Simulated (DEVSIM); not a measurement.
System: Ni/SiO2/p-Si capacitor, at 300 K.

```tsv
layer (left to right)	material	thickness (nm)	Na (cm⁻³)
1	SiO2	1.30	-
2	Si	1700	1.2e17
```

Metal gate on the left, work function 5.1 eV. Fixed charge at the semiconductor interface -3.7e11 cm⁻² (in units of +e); no interface traps.

Constants are typed, rounded textbook-type inputs, not results; the design itself was drawn at random and stands for no fabricated device. Values at 300 K.

```tsv
parameter	SiO2	Si
gap (eV)	9	1.124
affinity (eV)	0.9	4.05
permittivity	3.9	11.7
Nc (cm⁻³)	-	2.86e19
Nv (cm⁻³)	-	3.1e19
```

DEVSIM, 1D Poisson equation in equilibrium, Boltzmann statistics, complete ionisation; no quantum confinement or tunnelling. Metal contacts follow the ideal Schottky-Mott rule: no Fermi-level pinning, no interface dipoles.

The substrate doping was swept, all else fixed.

```csv
substrate doping (cm^-3),minimum of the low-frequency capacitance (μF/cm²),threshold voltage (band bending 2φF) (V),flat-band voltage (V)
6e15,0.0309,0.87,0.17
1.2e16,0.0412,0.89,0.15
2.4e16,0.0563,0.92,0.13
6e16,0.0867,0.96,0.11
1.2e17,0.116,1.00,0.09
2.4e17,0.158,1.04,0.07
```

From the first row to the last the minimum of the low-frequency capacitance goes from 0.0309 to 0.158. From the first row to the last the threshold voltage (band bending 2φF) goes from 0.87 to 1.04.
